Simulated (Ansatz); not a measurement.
The parent structure is Pd in the fcc (Cu type) structure (space group Fm-3m, No. 225; a = 3.943 Å).

All numbers come from PBE in Ansatz (plane waves to 420 eV, PAW, no spin-orbit coupling).

For the base:

* **Pressure**: 0.0 GPa
* **Band gap**: zero

Modification: an isotropic linear strain of −5.70 %, atoms relaxed at fixed cell.

Predict the new pressure, energy relative to the base and band gap.

The pressure goes from zero to 47.8 GPa; the energy grows by 0.306 eV/atom; the band gap stays zero.

No phonon test of stability was made. The final runs are not spin-polarised.

Ansatz is an electronic-structure program.
